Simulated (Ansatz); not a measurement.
**Pressure series in Zr**

Consider Zr in the hcp (Mg type) structure (space group P6_3/mmc, No. 194; a = 3.1843 Å, c = 5.1164 Å).

Cell and atoms are relaxed at each pressure.

Calculations: Kohn–Sham DFT with the PBEsol functional, run in Ansatz (a first-principles code) with PAW and 420 eV plane waves, spin-orbit coupling left out.

| P (GPa) | V (Å³/atom) |
|---|---|
| -2.00 | 22.939 |
| -1.00 | 22.697 |
| 1.80 | 22.068 |
| 4.20 | 21.581 |
| 9.00 | 20.713 |
| 17.99 | 19.375 |
| 30.00 | 17.971 |
| 45.00 | 16.652 |
| 59.99 | 15.663 |

A third-order Birch–Murnaghan fit to these points gives V₀ = 22.48 Å³/atom, B₀ = 94 GPa and B₀′ = 3.3. At pressure 60 GPa the volume is 69.7 % of V₀.

Load acts through the strain it causes; cell and atoms are relaxed under it. Whether these cells are dynamically stable was not tested. All final runs are without spin polarisation. Measured, Zr leaves this structure (for the ω phase) near 3 GPa (temperature not stated; as listed in C. Cazorla, D. Alfè, M. J. Gillan, Physical Review B (2008)).
